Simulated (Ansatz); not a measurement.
Ansatz (a quantum-chemistry and plane-wave program) run on CsCaH₃ (P4mm, 5 atoms in the cell): self-consistent single point.

Method: LDA (PW92), default PAW files made with PBE (plane waves; Ansatz).

The change in words: lattice scaled by 0.98; kpoints.mp_grid.grid: 6 6 6 → 13 13 13. Reference geometry:
```yaml
crystal:
  lattice:
    - [4.59808, 0.00000, 0.00000]
    - [0.00000, 4.59808, 0.00000]
    - [0.00000, 0.00000, 4.59808]
  atoms:
    - { symbol: Cs, position: [0.00000, 0.00000, 0.01087] }
    - { symbol: Ca, position: [0.50000, 0.50000, 0.50000] }
    - { symbol: H, position: [0.50000, 0.00000, 0.50000] }
    - { symbol: H, position: [0.00000, 0.50000, 0.50000] }
    - { symbol: H, position: [0.50000, 0.50000, 0.00000] }
```

Reference input (self-consistent single point, DFT, LDA (PW92), plane waves, default PAW files made with PBE): basis.ecutwfc = 420 eV; kpoints.mp_grid.grid = 6 6 6; hamiltonian.xc = lda; hamiltonian.pseudopotentials = {kind: paw} (the program's default PAW files); scf.occupations.method = fixed. This run's input differs from it in these lines:

Ansatz 0.2 input:
```diff
@@ -2,5 +2,5 @@
   lattice:
-    - [4.59808400, 0.00000000, 0.00000000]
-    - [0.00000000, 4.59808400, 0.00000000]
-    - [0.00000000, 0.00000000, 4.59808400]
+    - [4.50612200, 0.00000000, 0.00000000]
+    - [0.00000000, 4.50612200, 0.00000000]
+    - [0.00000000, 0.00000000, 4.50612200]
   atoms:
@@ -14,3 +14,3 @@
 kpoints:
-  mp_grid: { grid: [6, 6, 6] }
+  mp_grid: { grid: [13, 13, 13] }
 hamiltonian:
```

Output (repeated stretches shortened):

```
SCF iter   1: F=—  HF=-7326.642795 eV  |F-HF|=—  |Δ(HF+E_count)|=         —  Δρ=1.02e-2  dr2=8.28e-2  ethr=1.77e-3  ⟨swp⟩=4.6  Hψ=15040  notcnv=0  defer=362
all-band conjugate gradients solve this SCF's bands
preconditioner: auto → Resta (q_TF=auto, 2.151 Å⁻¹)
SCF iter   2: F=—  HF=-7326.618136 eV  |F-HF|=—  |Δ(HF+E_count)|=   2.47e-2  Δρ=4.42e-3  dr2=1.62e-2  ethr=3.77e-4  ⟨swp⟩=1.3  Hψ=4786  notcnv=0  defer=346
SCF iter   3: F=—  HF=-7326.612648 eV  |F-HF|=—  |Δ(HF+E_count)|=   5.49e-3  Δρ=4.62e-4  dr2=1.25e-4  ethr=7.37e-5  ⟨swp⟩=2.0  Hψ=3943  notcnv=0  defer=572
SCF iter   4: F=—  HF=-7326.612642 eV  |F-HF|=—  |Δ(HF+E_count)|=   6.20e-6  Δρ=1.01e-4  dr2=5.20e-6  ethr=5.69e-7  ⟨swp⟩=2.6  Hψ=4852  notcnv=0  defer=518
SCF iter   5: F=—  HF=-7326.612643 eV  |F-HF|=—  |Δ(HF+E_count)|=   7.81e-7  Δρ=2.78e-5  dr2=3.11e-7  ethr=2.36e-8  ⟨swp⟩=2.2  Hψ=5115  notcnv=0  defer=221
SCF iter   6: F=-7326.612643 eV  HF=-7326.612643 eV  |F-HF|=4.08e-10  |Δ(HF+E_count)|=   1.55e-7  Δρ=1.78e-6  dr2=2.64e-9  ethr=4.55e-10  ⟨swp⟩=10.7  Hψ=21275  notcnv=0
SCF 1 converged in 6 iterations: F = -7326.612643 eV  dr2 = 2.64e-9
Free energy (F): -7326.612643 eV
Internal energy: -7326.612643 eV  (E = F + TS)
E sigma→0 (E₀):  -7326.612643 eV
Fermi energy:    3.440490 eV
--- Forces (eV/Å), atoms counted from 1 ---
  atom   1  Cs     0.00000000     0.00000000    -0.08373229
  atom   2  Ca    -0.00000000     0.00000000     0.04536541
  atom   3  H      0.00000000     0.00000000     0.01143108
  atom   4  H      0.00000000     0.00000000     0.01143108
  atom   5  H      0.00000000     0.00000000     0.01550292
--- Stress (GPa, compression-positive) ---
       -0.668176       0.000000       0.000000
        0.000000      -0.668176       0.000000
        0.000000       0.000000      -0.668925
  P = ⅓ Tr σ = -0.6684 GPa (-6.684 kbar)
  The stress holds the Pulay correction. Without it, at fixed plane waves, as pw.x and ABINIT print it: P = -0.7213 GPa
```

The run converged in 6 iterations. Against the reference run the free energy goes down by 10.0 meV/atom, the pressure goes from -2.06 to -0.67 GPa, the largest force goes from 0.069 to 0.084 eV/Å and the gap on the mesh goes from 2.792 to 2.773 eV.

The starting cell comes from a database of computed structures (which also holds hypothetical and non-ambient phases and stackings), without a prior relaxation at this level. Its lattice was rescaled by up to half a per cent. One atom was moved a little off its site on purpose. For this run, on top of that: lattice scaled by 0.98. Ansatz's pressure includes its estimate of the finite-basis (Pulay) stress. Another mesh or the band path of this cell gives a smaller gap, so this value is not converged in the mesh.
